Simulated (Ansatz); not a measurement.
Fermi-surface data of LuSb (Fm-3m)

Consider the following.

```xyz
2
Lattice="0.0000 2.9993 2.9993 2.9993 0.0000 2.9993 2.9993 2.9993 0.0000" Properties=species:S:1:pos:R:3 pbc="T T T"
Lu     0.0000     0.0000     0.0000
Sb     2.9993     2.9993     2.9993
```

The numbers are results of PBEsol, rigid bands (plane waves, PAW, scalar-relativistic; Ansatz, a quantum-chemistry and plane-wave program), not measurements. Geometry: cell and atoms relaxed with PBEsol.

```json
{
  "density of states at the Fermi level": "0.301 states/(eV·cell), both spins",
  "bare Sommerfeld coefficient": "0.35 mJ/(mol of atoms·K²)",
  "drude_plasma_energy": "3.0 eV",
  "root-mean-square Fermi velocity": "7.8e5 m/s",
  "resistivity times τ": "56 ×10⁻²² Ω·m·s"
}
```

A metal at this level (no band gap); rigid bands, thermally averaged at 300 K, both spins. Spin-orbit coupling is left out, which matters with elements this heavy. τ is one relaxation time for all states.

Computed structure with no diffraction record at hand here (it may be known, metastable or hypothetical): LuSb (Fm-3m).
